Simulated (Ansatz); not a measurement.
Al3SiCN3 (model structure, P3m1, No. 156, 8 atoms in the cell), treated with LDA (Ansatz, an electronic-structure program, plane waves, PAW).

The input as run:

Ansatz 0.2 input:
```yaml
crystal:
  lattice:
    - [3.126469193, 0.0000002909, 0.0]
    - [-1.5632348484, 2.7076015998, 0.0]
    - [0.0, 0.0, 9.9875552957]
  atoms:
    - { symbol: Al, position: [0.6666666667, 0.3333333333, -0.0005938403] }
    - { symbol: N, position: [0.6666666667, 0.3333333333, 0.1950402876] }
    - { symbol: Al, position: [0.0, 0.0, 0.2453378054] }
    - { symbol: N, position: [0.0, 0.0, 0.44049223] }
    - { symbol: Al, position: [0.6666666667, 0.3333333333, 0.4904590326] }
    - { symbol: N, position: [0.6666666667, 0.3333333333, 0.6875337181] }
    - { symbol: Si, position: [0.0, 0.0, 0.7615947195] }
    - { symbol: C, position: [0.0, 0.0, 0.9346390471] }
basis:
  ecutwfc: 520
  ecutrho_ratio: 4
  xc_grid: 2
kpoints:
  mp_grid: { grid: [24, 24, 6] }
hamiltonian:
  xc: lda
  dispersion: none
  pseudopotentials: { kind: paw }
scf:
  occupations: { method: fermi_dirac, width: 0.05 }
  convergence: { dr2_threshold: 0.0000000008 }
output:
  forces: true
  stress: true
  eigenvalues: true
```

Task: How many irreducible k-points, plane waves at Γ does the program set up, and what pressure does the run end with?

Result: 340 irreducible k-points, 2263 plane waves at Γ; P = -4.60 GPa, so the cell is stretched on average and its volume would shrink at this level.

The run printed, among other lines:

```
Crystal: 8 atoms, lattice volume = 84.547 Å³
Basis set: ecut = 520 eV, 2263 PW (Γ), exchange–correlation on 48×48×150 points (8 copies of the dense FFT grid, shifted against one another)
Bands: 24, of which v1, the nominal top of the filled ones, is band 16 counted from 1 (15 counted from 0)
Symmetry: 6 space group operations
Space group: P3m1 (ITA 156), of the structure as read, at distance tolerance 4.4e-5 Å
k-points: 340 of 3456 (time reversal used)
Functional: x = slater, c = lda
SCF iter   1: F=—  HF=-3519.796749 eV  |F-HF|=—  |Δ(HF+E_count)|=         —  Δρ=1.14e-2  dr2=3.20e-1
SCF iter   2: F=—  HF=-3519.731593 eV  |F-HF|=—  |Δ(HF+E_count)|=   6.52e-2  Δρ=4.26e-3  dr2=3.37e-2
  ...
SCF iter   8: F=—  HF=-3519.721728 eV  |F-HF|=—  |Δ(HF+E_count)|=  9.08e-10  Δρ=2.05e-6  dr2=2.28e-9
SCF iter   9: F=-3519.721728 eV  HF=-3519.721728 eV  |F-HF|=7.46e-11  |Δ(HF+E_count)|=  1.55e-11  Δρ=4.61e-7  dr2=1.33e-10
SCF 1 converged in 9 iterations: F = -3519.721728 eV  dr2 = 1.33e-10
SCF converged after 9 iterations
Free energy (F): -3519.721728 eV
Internal energy: -3519.721659 eV  (E = F + TS)
E sigma→0 (E₀):  -3519.721693 eV
Fermi energy:    9.664824 eV
--- Forces (eV/Å), atoms counted from 1 ---
  atom   1  Al    -0.00000000    -0.00000000    -0.00329219
  atom   2  N      0.00000000     0.00000000    -0.00105406
  atom   3  Al     0.00000000     0.00000000     0.01198321
  atom   4  N     -0.00000000    -0.00000000    -0.01079846
  atom   5  Al    -0.00000000    -0.00000000     0.00287206
  atom   6  N     -0.00000000    -0.00000000     0.00957499
  atom   7  Si     0.00000000     0.00000000     0.08600808
  atom   8  C     -0.00000000    -0.00000000    -0.09528501
--- Stress (GPa, compression-positive) ---
       -4.653719       0.000000       0.000000
        0.000000      -4.653719      -0.000000
        0.000000      -0.000000      -4.498147
  P = ⅓ Tr σ = -4.6019 GPa (-46.019 kbar)
```

The PAW data were made under PBE.

Note: the relaxation could raise the start's symmetry but not lower it, so the cell can be a saddle point. Note: cell and atoms aren't relaxed at this level (largest force component 0.10 eV/Å, pressure -4.6 GPa).

Computing time: very roughly 110 core-seconds.

A model structure was made by putting elements into a prototype or built by hand; it is no filed structure, need not be a known phase, and can be a saddle point held by its symmetry.
